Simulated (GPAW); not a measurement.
```
CELL_PARAMETERS angstrom
      2.53552     0.00000     0.00000
     -1.26776     2.19583     0.00000
      0.00000     0.00000     6.12490
ATOMIC_POSITIONS crystal
  Zn 0.00000 0.00000 0.00000
  Co 0.33333 0.66667 0.65327
  Co 0.66667 0.33333 0.34673
```
Moments meant for the start (each program seeds them in its own way; μB, in the order of the atoms Zn Co Co): 0.0 3.0 3.0.

Level of theory: LDA (Perdew-Wang 92), GPAW PAW datasets LDA (gpaw-data 1.0.1) (plane waves; GPAW).

The set-up and first iterations of a GPAW log for ZnCo₂ (P-3m1, 3 atoms in the cell):

```
Input parameters:
  convergence: {density: 1e-05}
  kpts: {gamma: True,
         size: (10, 10, 4)}
  maxiter: 100
  mode: {ecut: 850.0,
         name: pw}
  nbands: -7
  occupations: {name: methfessel-paxton,
                order: 0,
                width: 0.1}
  spinpol: True
  symmetry: {symmorphic: False,
             tolerance: 0.0005}

species:
  Zn:
    name: Zinc
    Z: 30.0
    valence: 12
    core: 18
    charge: 0.0
    file: Zn.LDA.gz

    # Using partial waves for Zn as LCAO basis

  Co:
    name: Cobalt
    Z: 27.0
    valence: 9
    core: 18
    charge: 0.0
    file: Co.LDA.gz

    # Using partial waves for Co as LCAO basis

Reference energy: -124464.435112  # eV

Spin-polarized calculation.
Initial magnetic moment: 6.000000

Convergence criteria:
 Maximum [total energy] change in last 3 cyles: 0.0005 eV / valence electron
 Maximum integral of absolute [dens]ity change: 1e-05 electrons / valence electron
   [... lines left out ...]

Occupation numbers: Methfessel-Paxton:
  width: 0.1000  # eV
  order: 0

Eigensolver

Densities:
  Coarse grid: 18*18*42 grid
  Fine grid: 36*36*84 grid
  Total Charge: 0.000000

Density mixing:
  Method: difference
  Backend: pulay
  Linear mixing parameter: 0.05
  old densities: 5
  Damping of long wavelength oscillations: 50

Hamiltonian:
  XC and Coulomb potentials evaluated on a 36*36*84 grid
  External potential:
    NoExternalPotential

Number of atoms: 3
Number of atomic orbitals: 27
Number of bands in calculation: 25
Number of valence electrons: 30
Bands to converge: occupied

Density initialized from atomic densities
  25 bands from LCAO basis set

Atomic positions and initial magnetic moments

Positions:
   0 Zn     0.000000    0.000000    0.000000    ( 0.0000,  0.0000,  0.0000)
   1 Co    -0.000001    1.463886    4.001214    ( 0.0000,  0.0000,  3.0000)
   2 Co     1.267764    0.731942    2.123687    ( 0.0000,  0.0000,  3.0000)

Unit cell:
           periodic     x           y           z      points  spacing
  1. axis:    yes    2.535525    0.000000    0.000000    18     0.1220
  2. axis:    yes   -1.267762    2.195828    0.000000    18     0.1220
  3. axis:    yes    0.000000    0.000000    6.124901    42     0.1458

  Lengths:   2.535525   2.535524   6.124901
  Angles:   90.000000  90.000000 120.000002

Effective grid spacing dv^(1/3) = 0.1358
     iter     time        total  log10-change:  magmom
                         energy   eigst   dens
iter:   1 --:--:--   -21.604816                   +6.0072
iter:   2 --:--:--   -21.530878   -0.65  -1.44    +4.0427
iter:   3 --:--:--   -20.900262   -1.01  -1.56    +2.8790
iter:   4 --:--:--   -20.820574   -1.83  -1.67    +2.8741
iter:   5 --:--:--   -20.843206   -1.84  -1.83    +2.8819
iter:   6 --:--:--   -20.822062   -2.31  -1.96    +2.8761
iter:   7 --:--:--   -20.810383   -2.39  -2.21    +2.8852
iter:   8 --:--:--   -20.810051c  -3.32  -2.57    +2.8795
iter:   9 --:--:--   -20.807663c  -3.60  -2.60    +2.8753
iter:  10 --:--:--   -20.807257c  -4.23  -3.02    +2.8679
iter:  11 --:--:--   -20.807281c  -5.21  -3.51    +2.8767
iter:  12 --:--:--   -20.807269c  -5.18  -3.53    +2.8398
```

Task: Will this run converge, and how will it end?

Result: The run converged in 25 iterations. Its thresholds were met; that alone does not show that basis and mesh suffice. It ends on: free energy E − TS (from the program's reference atoms) -20.8159 eV; Fermi level (on the code's own zero) 9.50 eV; pressure -9.27 GPa; largest force (vector length) 0.042 eV/Å; size of the cell's spin moment 2.85 μB; site moments (μB, in the program's spheres or projections) Zn -0.04, Co 1.47, Co 1.47. The log goes on:

```
   [... 3 lines left out ...]
iter:  16 --:--:--   -20.807228c  -6.24  -3.95    +2.8488
iter:  17 --:--:--   -20.807225c  -6.54  -4.24    +2.8457
iter:  18 --:--:--   -20.807225c  -7.33  -4.40    +2.8465
iter:  19 --:--:--   -20.807222c  -7.20  -4.44    +2.8467
iter:  20 --:--:--   -20.807222c  -7.98c -4.43    +2.8465
iter:  21 --:--:--   -20.807222c  -7.92c -4.43    +2.8462
iter:  22 --:--:--   -20.807223c  -7.43c -4.45    +2.8462
iter:  23 --:--:--   -20.807223c  -8.07c -4.71    +2.8462
iter:  24 --:--:--   -20.807223c  -8.72c -4.93    +2.8462
iter:  25 --:--:--   -20.807223c  -8.39c -5.15c   +2.8464
Converged after 25 iterations.

Dipole moment: (0.000000, -0.000000, -0.000000) |e|*Ang

Total magnetic moment: (0.000000, 0.000000, 2.846381)
Local magnetic moments:
   0 Zn ( 0.000000,  0.000000, -0.043203)
   1 Co ( 0.000000,  0.000000,  1.469913)
   2 Co ( 0.000000,  0.000000,  1.469913)

Energy contributions relative to reference atoms: (reference = -124464.435112)

Kinetic:        +15.923390
Potential:      -10.357472
External:        +0.000000
XC:             -26.193138
Entropy (-ST):   -0.017375
Local:           -0.171315
SIC:             +0.000000
--------------------------
Free energy:    -20.815911
Extrapolated:   -20.807223

Spin contamination: 0.139748 electrons
Showing only first 2 kpts
                      Up                     Down
 Kpt  Band  Eigenvalues  Occupancy  Eigenvalues  Occupancy
  0    13      7.38736    1.00000      8.55040    1.00000
  0    14      8.02870    1.00000      9.57606    0.15386
   [... lines left out ...]
  1    16      8.69420    1.00000     10.20708    0.00000

Fermi level: 9.50393

No gap
No difference between direct/indirect transitions
Energy (eV): -20.807223

Forces in eV/Ang:
  0 Zn   -0.00000    0.00000    0.00000
  1 Co    0.00000   -0.00000    0.04224
  2 Co    0.00000    0.00000   -0.04224

Stress tensor:
     0.057296    -0.000000     0.000000
    -0.000000     0.057296    -0.000000
     0.000000     0.000000     0.059037
Stress (GPa, Voigt): [ 9.1798  9.1798  9.4587 -0.      0.     -0.    ]
```

For comparison: a first run was changed to give this one (lattice scaled by 0.98), and from it to this one the free energy drops by 60.0 meV/atom, the pressure goes from -17.78 to -9.27 GPa, the largest force goes from 0.200 to 0.042 eV/Å and the size of the net moment goes from 1.00 to 0.95 μB/atom.

The starting cell comes from a database of computed structures (which also holds hypothetical and non-ambient phases and stackings), without a prior relaxation at this level. Its lattice was rescaled by a random factor within 2.5 % of one. For this run, on top of that: lattice scaled by 0.98. The magnetic order is the one reached from the typed start; others were not searched systematically. With a pressure of about -9 GPa the cell is away from its equilibrium volume at this level.

The run was DFT LDA (Perdew-Wang 92), plane waves, GPAW PAW datasets LDA (gpaw-data 1.0.1). Main settings of its input:

| setting | value |
|---|---|
| spinpol | true |
| mode | pw |
| ecut | 850 eV |
| xc | LDA |
| kpts | 10 10 4 |
| mesh shift (steps) | 0 0 0 |
| occupations.name | methfessel-paxton |
| occupations.width | 0.1 eV |
| occupations.order | 0 |
| nbands | -7 |
| convergence.density | 1e-05 e/electron |
| symmetry.symmorphic | false |
